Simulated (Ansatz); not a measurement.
**Response to strain in Y**

The reference is Y in the hcp (Mg type) structure (space group P6_3/mmc, No. 194; a = 3.5943 Å, c = 5.6099 Å; relaxed with 0.1 eV smearing). Axes: x lies along a and z along c of the hexagonal cell.

Strains are applied to the cell and any free atomic positions relax; under biaxial strain the out-of-plane vector relaxes too.

Level of theory: Kohn–Sham DFT with the PBEsol functional, run in Ansatz (a quantum-chemistry and plane-wave program) with PAW and 420 eV plane waves, scalar-relativistic without spin-orbit coupling.

Notes on the quantities. pressure: mean of the normal stresses, compression positive.

```csv
variant,shortest interatomic distance,pressure,out-of-plane strain
base,3.489 Å,0.0 GPa,–
"biaxial strain −2.50 %, plane normal [001], relaxed out of plane",___,1.5 GPa,+1.50 %
"biaxial strain −2.00 %, plane normal [001], relaxed out of plane",3.492 Å,1.2 GPa,+1.19 %
"biaxial strain −1.50 %, plane normal [001], relaxed out of plane",3.491 Å,0.9 GPa,+0.88 %
"biaxial strain −1.00 %, plane normal [001], relaxed out of plane",3.490 Å,0.6 GPa,+0.57 %
"biaxial strain −0.50 %, plane normal [001], relaxed out of plane",3.489 Å,0.3 GPa,+0.28 %
"biaxial strain +0.50 %, plane normal [001], relaxed out of plane",3.489 Å,-0.3 GPa,-0.28 %
"biaxial strain +1.00 %, plane normal [001], relaxed out of plane",3.489 Å,-0.6 GPa,-0.55 %
"biaxial strain +2.00 %, plane normal [001], relaxed out of plane",3.490 Å,-1.2 GPa,___
"biaxial strain +2.50 %, plane normal [001], relaxed out of plane",3.491 Å,-1.4 GPa,-1.33 %
```

Task: Complete the table.

Result: 
- biaxial strain −2.50 %, plane normal [001], relaxed out of plane, shortest interatomic distance: 3.493 Å
- biaxial strain +2.00 %, plane normal [001], relaxed out of plane, out-of-plane strain: -1.07 %

Whether these cells are dynamically stable was not tested. The final runs are not spin-polarised.
